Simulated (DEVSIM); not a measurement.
Structure: W/La2O3/n-Si capacitor, at 400 K.

| layer (left to right) | material | thickness (nm) | Nd (cm⁻³) |
|---|---|---|---|
| 1 | La2O3 | 4.70 | - |
| 2 | Si | 3300 | 3e16 |

Metal gate on the left, work function 4.6 eV. Fixed charge at the semiconductor interface 3.1e11 cm⁻² (in units of +e); no interface traps.

This is a model device: material constants are rounded textbook-type values typed into the input, and sizes, dopings and lifetimes were drawn at random. Values at 300 K; Nc and Nv go as T^1.5, mobilities as T to minus their exponent, the gap by Varshni's rule with the affinity fixed.

```tsv
parameter	La2O3	Si
gap (eV)	5.8	1.124
affinity (eV)	1.8	4.05
permittivity	27	11.7
Nc (cm⁻³)	-	2.86e19
Nv (cm⁻³)	-	3.1e19
Varshni α (eV/K)	-	0.000473
Varshni β (K)	-	636
```

DEVSIM, 1D Poisson equation in equilibrium, Boltzmann statistics, complete ionisation; no quantum confinement or tunnelling. Metal contacts follow the ideal Schottky-Mott rule: no Fermi-level pinning, no interface dipoles.

The interface trap density was swept, all else fixed.

| interface trap density (cm^-2 eV^-1) | minimum of the low-frequency capacitance (μF/cm²) | flat-band voltage (V) |
|---|---|---|
| 0 | 0.0765 | 0.29 |
| 1e10 | 0.0781 | 0.29 |
| 1e11 | 0.0920 | 0.29 |
| 3e11 | ___ | 0.29 |
| 1e12 | 0.227 | 0.31 |
| 2e12 | 0.369 | 0.32 |

Question: Some entries are withheld; supply them.

Answer: 
- 3e11, minimum of the low-frequency capacitance (μF/cm²): 0.123
